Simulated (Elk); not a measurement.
Band structure of SiRu (Pm-3m, 2 atoms in the cell).

```xyz
2
Lattice="2.9161 0.0000 0.0000 0.0000 2.9161 0.0000 0.0000 0.0000 2.9161" Properties=species:S:1:pos:R:3 pbc="T T T"
Si     1.4581     1.4581     1.4581
Ru     0.0000     0.0000     0.0000
```

Method: LDA (PW92), all-electron FP-LAPW, Elk's shipped species files, LAPW+lo basis (Elk).

Settings: rgkmax = 8; swidth = 0.00367493 Ha; ngridk = 8 8 8; gmaxvr = 14 1/bohr; nxoapwlo = 1; rmtscf = 0.93; maxscl = 100.

The starting cell comes from a database of computed structures (which also holds hypothetical and non-ambient phases and stackings), without a prior relaxation at this level. Spin polarisation is off. Values depend on the basis (sphere radii, cutoffs, local orbitals), which need not be converged.

Levels in eV from the Fermi level, bands 7 to 14:
```json
[
 {"point": "Γ", "7": "-5.34", "8": "-1.06", "9": "-1.06", "10": "-1.06", "11": "2.43", "12": "2.43", "13": "2.43", "14": "9.34"},
 {"point": "X", "7": "-4.37", "8": "-3.52", "9": "-3.52", "10": "-0.72", "11": "0.98", "12": "5.32", "13": "8.65", "14": "8.65"},
 {"point": "M", "7": "-4.40", "8": "-4.40", "9": "-2.66", "10": "-2.66", "11": "0.49", "12": "3.10", "13": "4.24", "14": "5.70"},
 {"point": "R", "7": "-7.28", "8": "-3.45", "9": "0.60", "10": "0.60", "11": "2.63", "12": "2.63", "13": "2.63", "14": "6.30"}
]
```

Bands cross the Fermi level along this path, so the cell is metallic at this level.
